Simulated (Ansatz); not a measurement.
The parent structure is a 12-atom supercell of Li in the bcc (W type) structure (space group Im-3m, No. 229; a = 3.476 Å) at its relaxed geometry.

Method: r2SCAN (Ansatz, a program for electronic structure; PAW; 500 eV plane waves; no spin-orbit coupling), earlier PAW set.

Base values:

The pressure comes out as 0.0 GPa and the mean distance from the defect site to its nearest host atoms is 3.01 Å.

Perturbation: one Li atom is replaced by Na, atoms relaxed at fixed cell, starting from a slightly rattled geometry.

Tabulated Pauling electronegativity and covalent radius: Li 0.98, 1.28 Å; Na 0.93, 1.66 Å.

### Question
Predict the new pressure.

### Answer
The pressure goes from zero to 0.9 GPa.

### Question
Estimate the effect on the mean distance from the defect site to its nearest host atoms.

### Answer
The mean distance from the defect site to its nearest host atoms goes up by 0.05 Å, from 3.01 Å to 3.06 Å.

### Question
What happens to the largest displacement of a host atom from its site in the perfect cell?

### Answer
The largest displacement of a host atom from its site in the perfect cell is 0.11 Å.

The cell is small, so the values are those of an ordered compound at a high defect concentration; dilute-limit values will differ. The defect cell is not spin-polarised.
